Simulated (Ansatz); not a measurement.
**La2O3, response to strain**

Take La2O3 (space group P-3m1, No. 164) as the base.

```
CELL_PARAMETERS angstrom
      3.93519     0.00000     0.00000
     -1.96759     3.40797     0.00000
      0.00000     0.00000     6.12567
ATOMIC_POSITIONS crystal
  La 0.33333 0.66667 0.24612
  La 0.66667 0.33333 0.75388
  O  0.00000 0.00000 0.00000
  O  0.33333 0.66667 0.64612
  O  0.66667 0.33333 0.35388
```

Cartesian axes are those of the cell as printed.

Strains are applied to the cell and any free atomic positions relax; under stress the whole cell relaxes.

Levels (all Ansatz, a first-principles code, PAW, earlier PAW set): r2SCAN (500 eV, no spin-orbit coupling); HSE06 (420 eV, no spin-orbit coupling).

Band gaps by level, all at the geometries relaxed with r2SCAN:

```csv
case,r2SCAN,HSE06
base,4.23 eV,5.29 eV
isotropic strain −1.23 %,4.28 eV,5.35 eV
uniaxial strain ε_yy = +1.51 %,4.16 eV,5.21 eV
"uniaxial stress, 2 GPa compression along x",4.16 eV,5.25 eV
```

Single points use the geometry relaxed with r2SCAN. The hybrid gap comes from the SCF mesh plus the semilocal run's edge points and a few special points and is an upper bound. Stability under load was not tested beyond the relaxation.
